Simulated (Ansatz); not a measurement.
Input and output of a relaxation of the atoms for ZnCo (P3m1, 2 atoms in the cell) (Ansatz, a first-principles code).

Method of the run: LDA (PW92), default PAW files made with PBE (plane waves; Ansatz).

The change in words: one atom moved by 0.15 angstrom; relax: default → atoms; relax.f_tol: default → 0.1 eV/Å. Reference geometry:
```
CELL_PARAMETERS angstrom
      2.62026     0.00000     0.00000
     -1.31013     2.26921     0.00000
      0.00000     0.00000     4.19254
ATOMIC_POSITIONS crystal
  Zn 0.66667 0.33333 0.00000
  Co 0.00000 0.00000 0.50000
```
Moments meant for the start (each program seeds them in its own way; μB, in the order of the atoms Zn Co): 0.0 3.0.

Reference input (self-consistent single point, DFT, LDA (PW92), plane waves, default PAW files made with PBE): basis.ecutwfc = 420 eV; kpoints.mp_grid.grid = 14 14 8; hamiltonian.xc = lda; hamiltonian.pseudopotentials = {kind: paw} (the program's default PAW files); magnetization.spin_polarized = true; scf.occupations.method = gaussian; scf.occupations.width = 0.1 eV. This run's input differs from it in these lines:

```diff
@@ -7,3 +7,3 @@
   atoms:
-    - { symbol: Zn, position_ang: [1.31012931, 0.75640224, 0.00000000] }
+    - { symbol: Zn, position_ang: [1.31012931, 0.75640224, 0.15000062] }
     - { symbol: Co, position_ang: [0.00000000, 0.00000000, 2.09626900], spin: 3.0 }
@@ -24,2 +24,4 @@
     width: 0.1
+relax:
+  f_tol: 0.1
 output:
```

Output (repeated stretches shortened):

```
   [... SCF lines of the steps left out ...]
relax step   1: F+E_penalty+E_count = -8308.78877181 eV  Δ(F+E_penalty+E_count) = +0.000e0 eV  max|allowed force component| = 9.378e-1 eV/Å  Δτ_max = 0.0000 Å  (12 SCF iters, dr2 threshold 1.00e-4 eV, accepted)
relax step   2: F+E_penalty+E_count = -8308.82824987 eV  Δ(F+E_penalty+E_count) = -3.948e-2 eV  max|allowed force component| = 6.011e-1 eV/Å  Δτ_max = 0.0257 Å  (8 SCF iters, dr2 threshold 5.50e-5 eV, accepted)
relax step   3: F+E_penalty+E_count = -8308.85757419 eV  Δ(F+E_penalty+E_count) = -2.932e-2 eV  max|allowed force component| = 7.247e-3 eV/Å  Δτ_max = 0.0487 Å  (9 SCF iters, dr2 threshold 2.26e-5 eV, accepted)
relax step   4: F+E_penalty+E_count = -8308.85757605 eV  Δ(F+E_penalty+E_count) = -1.868e-6 eV  max|allowed force component| = 7.203e-3 eV/Å  Δτ_max = 0.0000 Å  (5 SCF iters, accepted)
the relaxation is at rest under the 6 symmetry operations that the run kept from its start: a minimum is not shown …
the relaxation's final electronic state is not compared with the one that a single-point calculation of its input finds at the relaxed geometry …
Stability not checked: this state was not tested for a lower state beside it, because too few of the mixer's solves of this state at the end of the SCF gave a …
Magnetization: 1.2917 μB (15.1459 up, 13.8541 down)
   [... lines left out ...]
Absolute magnetization: 1.4741 μB (∫|ρ↑−ρ↓|, with the PAW one-centre terms)
Free energy (F): -8308.857576 eV
Fermi energy:    14.272078 eV
   [... lines left out ...]
--- Relaxed structure (4 steps of the walk, 4 accepted, 0 SCFs on fresh bases) ---
  F+E_penalty+E_count = -8308.85757605 eV   max|allowed force component| = 7.203e-3 eV/Å
  atoms:
    - { symbol: Zn, position: [0.6666666666666667, 0.3333333333333333, 0.018032543755360786] }
    - { symbol: Co, position: [2.8362240285148754e-17, 3.8220781139731294e-17, 0.5177454551560385] }
```

The run converged.  The full log also holds: “iter 2 did not close the SCF: its close was put off for a magnetic moment that had not settled (scf_convergence_deferred on its scf_iter line)”.

Summary of the result:
| Item | Result |
|---|---|
| Free energy E − TS (on the zero of these files) | -8308.8576 eV |
| Fermi level (on the code's own zero) | 14.27 eV |
| Pressure | -15.97 GPa |
| Largest force (vector length) | 0.007 eV/Å |
| Size of the cell's spin moment | 1.29 μB |
| Relaxation steps | 4 |

The starting cell comes from a database of computed structures (which also holds hypothetical and non-ambient phases and stackings), without a prior relaxation at this level. Its lattice was rescaled by up to half a per cent. For this run, on top of that: one atom moved by 0.15 angstrom. With one magnetic atom in the cell only a parallel order is possible. The relaxation keeps the symmetry of its start, so its end need not be a minimum. Ansatz's pressure includes its estimate of the finite-basis (Pulay) stress.

Cost on one core of a shared machine: roughly 90 s.

Keys are those of Ansatz 0.2.
